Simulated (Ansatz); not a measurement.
A computed series for BaTiO3: response to strain

Start from BaTiO3 in the cubic perovskite structure (space group Pm-3m, No. 221; a = 4.0195 Å).

Strains are applied to the cell and any free atomic positions relax.

Calculations: PBE (Ansatz, a quantum-chemistry and plane-wave program, PAW, scalar-relativistic without spin-orbit coupling), earlier PAW set.

Computed cases, in order: isotropic strain −3.81 %; isotropic strain −2.03 %; the unstrained base; isotropic strain +1.47 %.

Problem. Between which two neighbouring cases does the gap turn between direct and indirect?

Solution. Between isotropic strain −3.81 % (2.00 eV, direct at Γ) and isotropic strain −2.03 % (1.92 eV, indirect, R → Γ). The whole series: isotropic strain −3.81 %: 2.00 eV, direct at Γ; isotropic strain −2.03 %: 1.92 eV, indirect, R → Γ; the unstrained base: 1.79 eV, indirect, R → Γ; isotropic strain +1.47 %: 1.69 eV, indirect, R → Γ.

Whether these cells are dynamically stable was not tested. All final runs are without spin polarisation. Many cubic perovskites are stable only at high temperature; tilts and polar distortions were not tested. This is not the structure that BaTiO3 has at room temperature and ambient pressure.
